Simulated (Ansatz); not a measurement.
# GaN, alloy series

The reference is GaN in the zinc blende structure (space group F-43m, No. 216).

```
CELL_PARAMETERS angstrom
      0.00000     2.24896     2.24896
      2.24896     0.00000     2.24896
      2.24896     2.24896     0.00000
ATOMIC_POSITIONS crystal
  N  0.75000 0.75000 0.75000
  Ga 0.00000 0.00000 0.00000
```

The other end (x = 1) is AlN in the zinc blende structure (space group F-43m, No. 216): 10.43 Å³/atom, gap 3.94 eV; this end may not be an ambient phase.

Al replaces a fraction x of Ga; each row is one arrangement (x, atoms in the cell, starting space group or random), fully relaxed.

Calculations: r2SCAN (Ansatz, a first-principles code, PAW, no SOC).

Candidates:
(a) x(Al) = 0.75, 8 atoms, I-42m
(b) x(Al) = 0.5, 8 atoms, P-4m2
(c) x(Al) = 0.5, 8 atoms, R3m
(d) x(Al) = 0.25, 8 atoms, P-43m
(e) x(Al) = 0.5, 8 atoms, Pmn2_1

Base values:

```
Property   Result
--------  -------
Band gap  2.17 eV
```

Task: Order them by band gap, lowest first.

Result: (d) x(Al) = 0.25, 8 atoms, P-43m (2.82 eV), (c) x(Al) = 0.5, 8 atoms, R3m (3.07 eV), (e) x(Al) = 0.5, 8 atoms, Pmn2_1 (3.23 eV), (b) x(Al) = 0.5, 8 atoms, P-4m2 (3.26 eV), (a) x(Al) = 0.75, 8 atoms, I-42m (3.98 eV)

Each cell is one ordered arrangement of few atoms, which overstates ordering effects compared with a random alloy. Whether these cells are dynamically stable was not tested. This is not the structure that GaN has at room temperature and ambient pressure. This is not the structure that AlN has at room temperature and ambient pressure.
